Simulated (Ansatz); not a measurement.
## A constructed model of the (0001) surface of hcp Zr, a layer of In in place of the second plane (bottom of the slab: a bare face, its two planes held)

Level of theory: PBE (plane waves to 420 eV, PAW; Ansatz, a first-principles code).

Set-up: 6 atoms, 12.5 Å thick at the start; mesh 13x13x1; 0.1 eV smearing; dipole correction on; 2 atoms held, the rest relaxed; held to the start's symmetry, so lower structures may exist; no spin, no spin-orbit, no U. It is one candidate, not shown to be the stable structure of the face.

```
Quantity                                         Result
-----------------------------  ------------------------
work function of the top face                   4.14 eV
energy released by relaxation                   0.14 eV
cost                           roughly 110 core-seconds
```
